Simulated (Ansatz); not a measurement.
Density of states of MgS (Fm-3m) above the conduction band minimum, HSE06, rigid bands run with Ansatz (a first-principles code); cell volume 34.8 Å³.

| energy from edge (eV) | 10⁻³ states/eV/cell |
|---|---|
| 0.006 | 11.2 |
| 0.031 | 26.4 |
| 0.056 | 35.6 |
| 0.081 | 43.5 |
| 0.106 | 50.3 |
| 0.131 | 56.6 |
| 0.156 | 62.9 |
| 0.181 | 69.3 |
| 0.206 | 74.6 |
| 0.231 | 80.2 |
| 0.256 | 85.1 |
| 0.281 | 90.9 |
| 0.319 | 99.2 |
| 0.344 | 105 |
| 0.369 | 111 |
| 0.394 | 116 |
| 0.419 | 121 |
| 0.444 | 127 |
| 0.469 | 133 |
| 0.494 | 138 |
| 0.519 | 144 |
| 0.544 | 150 |
| 0.569 | 156 |
| 0.594 | 161 |

Question: What effective density of states at 300 K does this give (∫ g(E) exp(−E/k_BT) dE, both spins, divided by the cell's size)?

Answer: 1.6e19 cm⁻³, a density-of-states mass of 0.74 mₑ, valleys and band degeneracy included.

Spin-orbit coupling is left out. Geometry: cell and atoms relaxed with PBEsol.
